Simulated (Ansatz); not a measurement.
Consider Mo in the bcc (W type) structure (space group Im-3m, No. 229; relaxed with 0.1 eV smearing).

```xyz
1
Lattice="-1.5756 1.5756 1.5756 1.5756 -1.5756 1.5756 1.5756 1.5756 -1.5756" Properties=species:S:1:pos:R:3 pbc="T T T"
Mo     0.0000     0.0000     0.0000
```

Cartesian axes are those of the cell as printed.

Level of theory: Kohn–Sham DFT with the r2SCAN functional, run in Ansatz (a quantum-chemistry and plane-wave program) with PAW and 500 eV plane waves, scalar-relativistic without spin-orbit coupling, earlier PAW set.

One thing is altered: the cell is compressed by 2.73 % along y with no lateral relaxation, atoms relaxed at fixed cell.

Predict the stress tensor and what it implies for the stiffness.

Stress of the strained cell less that of the base (GPa, compression positive):
```
    4.8     0.0     0.0
    0.0    14.6     0.0
    0.0     0.0     4.8
```

Then −Δσ_ii/ε with ε = -0.0273 gives secant stiffness values (nonlinear terms included at this strain): C22 ≈ 535 GPa, C12 ≈ 177 GPa and C23 ≈ 177 GPa.

As a check, the harmonic strain energy −½ V₀ Δσ:ε is 19 meV/atom; the computed energy rise is 19 meV/atom.

Stability against distortions was not tested. The final runs are not spin-polarised.
